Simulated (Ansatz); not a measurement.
LuMgNO (model structure, started from the LaZnOP type, P4/nmm, No. 129, 8 atoms in the cell) was calculated with r²SCAN (plane waves, PAW; Ansatz, a quantum-chemistry and plane-wave program).

Run with plane-wave cutoff 560 eV, 10×10×6 k mesh (along the axes of the cell as run), Fermi–Dirac smearing 0.01 eV, scalar-relativistic PAW data made under PBE.

Cell (relaxed with PBEsol):

```cif
data_Lu2Mg2N2O2
_chemical_formula_sum 'Lu2 Mg2 N2 O2'
_space_group_name_H-M_alt 'P4/nmm :1'
_space_group_IT_number 129
_space_group_name_Hall 'P 4ab 2ab -1ab'
_cell_length_a 3.70138
_cell_length_b 3.70138
_cell_length_c 7.59796
_cell_angle_alpha 90.000
_cell_angle_beta 90.000
_cell_angle_gamma 90.000
loop_
_space_group_symop_operation_xyz
  'x, y, z'
  '-y+1/2, x+1/2, z'
  '-x, -y, z'
  'y+1/2, -x+1/2, z'
  'x+1/2, -y+1/2, -z'
  '-y, -x, -z'
  '-x+1/2, y+1/2, -z'
  'y, x, -z'
  '-x+1/2, -y+1/2, -z'
  'y, -x, -z'
  'x+1/2, y+1/2, -z'
  '-y, x, -z'
  '-x, y, z'
  'y+1/2, x+1/2, z'
  'x, -y, z'
  '-y+1/2, -x+1/2, z'
loop_
_atom_site_label
_atom_site_type_symbol
_atom_site_symmetry_multiplicity
_atom_site_Wyckoff_symbol
_atom_site_fract_x
_atom_site_fract_y
_atom_site_fract_z
_atom_site_occupancy
Lu1 Lu 2 c 0.50000 0.00000 0.14398 1
Mg1 Mg 2 b 0.50000 0.50000 0.50000 1
N1 N 2 c 0.00000 0.50000 0.36742 1
O1 O 2 a 0.00000 0.00000 0.00000 1
```

Task: Give the computed band gap and smallest direct gap on the k points sampled.

Result: 
band gap: 2.11 eV
smallest direct gap on the k points sampled: 2.33 eV

Note: the relaxation could raise the start's symmetry but not lower it, so the cell can be a saddle point; cell and atoms aren't relaxed at this level (largest force component 0.13 eV/Å, pressure 0.8 GPa).

Spin–orbit coupling is not included.

Static lattice: no zero-point or thermal effects.

It cost around 2.2 core-minutes (rough) of CPU time.

A model structure was made by putting elements into a prototype or built by hand; it is no filed structure, need not be a known phase, and can be a saddle point held by its symmetry.
